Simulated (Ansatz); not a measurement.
Base system: Ba2TiO4 (space group P4/mmm, No. 123; a = 3.928 Å, c = 8.544 Å; a cell from a computed database, its experimental status unchecked).

Perturbation: a hydrostatic pressure of 0.3 GPa.

Levels (all Ansatz, an electronic-structure program, PAW): r2SCAN+rVV10 (500 eV, no spin-orbit coupling); HSE06 (420 eV, spin-orbit coupling left out).

The geometry is relaxed with r2SCAN+rVV10.

* **r2SCAN+rVV10 band gap**: 2.36 eV

With HSE06 at the same geometry, the band gap increases by 1.11 eV, from 2.36 eV to 3.47 eV.

Single points use the geometry relaxed with r2SCAN+rVV10. Their cutoffs differ, which shifts pressures a little. HSE06 gaps are upper bounds (no full band path). Load acts through the strain it causes; cell and atoms are relaxed under it. Whether these cells are dynamically stable was not tested. The final runs are not spin-polarised.
